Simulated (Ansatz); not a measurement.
The parent structure is W$_{2}$C (space group P-3m1, No. 164).

```yaml
crystal:
  lattice:
    - [3.03475, 0.00000, 0.00000]
    - [-1.51737, 2.62817, 0.00000]
    - [0.00000, 0.00000, 4.65634]
  atoms:
    - { symbol: C, position: [0.00000, 0.00000, 0.00000] }
    - { symbol: W, position: [0.33333, 0.66667, 0.25517] }
    - { symbol: W, position: [0.66667, 0.33333, 0.74483] }
```

Cartesian axes are those of the cell as printed.

Level of theory: PBE-D3(BJ)/PAW in Ansatz (a program for electronic structure), no spin-orbit coupling.

Strains are applied to the cell and any free atomic positions relax; under biaxial strain the out-of-plane vector relaxes too.

One change was made to it. Results:

```json
[
 {"quantity": "pressure (mean of the normal stresses, compression positive)", "base": "0.0 GPa", "after": "-10.1 GPa"},
 {"quantity": "band gap", "base": "zero", "after": "zero"},
 {"quantity": "shortest interatomic distance", "base": "4.001 bohr", "after": "4.042 bohr"}
]
```

Question: What was done to the base?
A) biaxial strain +3.42 %, plane normal [001], relaxed out of plane
B) isotropic strain −1.47 %
C) isotropic strain +2.38 %

Answer: A, biaxial strain +3.42 %, plane normal [001], relaxed out of plane. For comparison, the pressure in the other runs: isotropic strain +2.38 % gives -20.0 GPa; isotropic strain −1.47 % gives 16.3 GPa.

Without a gap, meshes like the base's 18×18×10 leave anisotropic stresses uncertain by several tenths of a GPa, and small strain energies with them. No phonon test of stability was made. All final runs are without spin polarisation.
